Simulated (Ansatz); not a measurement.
PbS (Cmcm, No. 63, 4 atoms in the cell; start mp-1018115; high-pressure phase) was calculated with r²SCAN+rVV10 (Ansatz, a first-principles code, PAW).

Settings: plane-wave cutoff 560 eV, 8×8×8 k mesh, Fermi–Dirac smearing 0.01 eV, scalar-relativistic PAW data made under PBE.

Cell (relaxed at this level):

```cif
data_Pb2S2
_chemical_formula_sum 'Pb2 S2'
_space_group_name_H-M_alt 'P 1'
_space_group_IT_number 1
_cell_length_a 6.22041
_cell_length_b 6.22041
_cell_length_c 4.26042
_cell_angle_alpha 90.000
_cell_angle_beta 90.000
_cell_angle_gamma 141.227
loop_
_space_group_symop_operation_xyz
  'x, y, z'
loop_
_atom_site_label
_atom_site_type_symbol
_atom_site_fract_x
_atom_site_fract_y
_atom_site_fract_z
_atom_site_occupancy
Pb1 Pb 0.87236 0.12764 0.75000 1
Pb2 Pb 0.12764 0.87236 0.25000 1
S1 S 0.64373 0.35627 0.75000 1
S2 S 0.35627 0.64373 0.25000 1
```

Predict the band gap and direct gap at Γ.


- band gap: 1.34 eV (on the SCF k mesh)
- direct gap at Γ: 5.61 eV

Note: the relaxation could not lower the start's symmetry, so the cell can be a saddle point above a distorted one.

Spin–orbit coupling is not included; with these elements it can move the gap by several tenths of an eV or more.

Computed values are for the static lattice.

It cost very roughly 2.7 core-minutes of CPU time.

A start named mp-… is a Materials Project structure, which need not be a measured phase.
